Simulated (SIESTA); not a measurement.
Band structure of ScGa5Fe (P4/mmm, 7 atoms in the cell).

```xyz
7
Lattice="4.1175 0.0000 0.0000 0.0000 4.1175 0.0000 0.0000 0.0000 6.6047" Properties=species:S:1:pos:R:3 pbc="T T T"
Sc     0.0000     0.0000     0.0000
Ga     0.0000     2.0587     2.0213
Ga     0.0000     2.0587     4.5834
Ga     2.0587     0.0000     2.0213
Ga     2.0587     0.0000     4.5834
Ga     2.0587     2.0587     0.0000
Fe     0.0000     0.0000     3.3024
```

Level of theory: GGA PBEsol, numerical atomic orbitals DZP, PseudoDojo PBEsol standard norm-conserving potentials (rewritten from UPF to PSML) (SIESTA).

Settings: XC.functional = GGA; XC.authors = PBEsol; potentials = PseudoDojo PBEsol standard; PAO.BasisSize = DZP; PAO.EnergyShift = 0.005 Ry; MeshCutoff = 400 Ry; kgrid.MonkhorstPack = 5 5 3; OccupationFunction = MP; OccupationMPOrder = 0; ElectronicTemperature = 200 meV; MaxSCFIterations = 150; SCF.Mixer.Method = Broyden; SCF.Mixer.Weight = 0.25; SCF.Mixer.History = 6.

The starting cell comes from a database of computed structures (which also holds hypothetical and non-ambient phases and stackings), without a prior relaxation at this level. Its lattice was rescaled by a random factor within 2.5 % of one. Spin polarisation is off. Values carry the incompleteness of an atom-centred basis.

Levels in eV from the Fermi level, bands 43 to 48:
```json
[
 {"point": "Γ", "43": "-1.58", "44": "-0.62", "45": "-0.12", "46": "0.99", "47": "0.99", "48": "1.76"},
 {"point": "X", "43": "-0.80", "44": "-0.76", "45": "-0.49", "46": "0.45", "47": "1.29", "48": "1.36"},
 {"point": "M", "43": "-2.63", "44": "-2.49", "45": "-1.03", "46": "-0.69", "47": "-0.32", "48": "-0.32"},
 {"point": "Z", "43": "-1.98", "44": "-0.61", "45": "-0.32", "46": "0.41", "47": "0.41", "48": "1.08"},
 {"point": "R", "43": "-1.36", "44": "-1.07", "45": "-0.88", "46": "-0.45", "47": "0.96", "48": "1.04"},
 {"point": "A", "43": "-1.22", "44": "-1.01", "45": "-0.87", "46": "-0.87", "47": "-0.62", "48": "-0.26"}
]
```

Bands cross the Fermi level along this path, so the cell is metallic at this level.

Higher empty bands are left out: an atom-centred basis made for the valence describes them poorly.
